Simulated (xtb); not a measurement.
xtb 6.7.1, GFN2-xTB: Ta(O)(OiPr)(NH2)2 (CC(C)[O][Ta]([NH2])([NH2])=[O]), 19 atoms. The geometry is a generated start, not checked to be a minimum at this level.

```yaml
run_flags: --grad
method: GFN2-xTB
"--acc": 1 (default)
"--etemp (K)": 300 (default)
basis_functions: 49
valence_electrons: 50
```

```xyz
19

Ta    -0.4171    -0.4541     1.6348
O      0.8499    -0.2959     2.7819
O      0.0897    -0.3684    -0.1253
C      1.0136     0.0469    -1.0779
C      1.0542     1.5800    -1.1008
C      0.6624    -0.5203    -2.4571
H      2.0081    -0.3300    -0.7780
H      0.0939     1.9682    -1.4363
H      1.8341     1.9317    -1.7705
H      1.2499     1.9427    -0.0917
H      0.6248    -1.6064    -2.4129
H     -0.3104    -0.1504    -2.7750
H      1.4113    -0.2221    -3.1858
N     -1.3334    -2.1838     2.0333
H     -1.9835    -2.6689     1.4250
H     -1.1819    -2.7745     2.8436
N     -1.6518     1.0558     2.0831
H     -1.5517     1.6957     2.8615
H     -2.4621     1.3540     1.5481
```

Charge 0 and multiplicity 1 are set for this test and not shown to be the ground state.

One run each on 1 thread. Values of broydamp tried: 0.02, 0.05, 0.1, 0.2, 0.4 (default), 0.6, 0.8, 1.

### Question
Which value of broydamp needs the fewest SCC iterations, and what happens away from it?

### Answer
Fewest SCC iterations, within one of each other: 0.2 with 15, 0.4 (default) with 14. The count rises to 25 at 0.02. All converge to one solution.

```tsv
broydamp	SCC iterations	end
0.02	25	same solution
0.05	21	same solution
0.1	19	same solution
0.2	15	same solution
0.4 (default)	14	same solution
0.6	16	same solution
0.8	19	same solution
1	20	same solution
```
